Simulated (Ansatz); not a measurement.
# How the c axis length of InAs (model structure, started from the PtS type, P4₂/mmc, No. 131, 4 atoms in the cell) moves with the method

No measured value is used here.

| level (code) | value (Å) |
|---|---|
| PBE (Ansatz) | … |
| PBEsol (Ansatz) | 7.215 |
| PBE-D3(BJ) (Ansatz) | 7.334 |

Problem. Fill in the missing entries.

Solution. 
- PBE (Ansatz, a first-principles code), value (Å): 7.228

Ansatz's density-functional and Hartree–Fock values are scalar-relativistic unless marked +SOC, with PAW data made under PBE.

A model structure was made by putting elements into a prototype or built by hand; it is no filed structure, need not be a known phase, and can be a saddle point held by its symmetry.
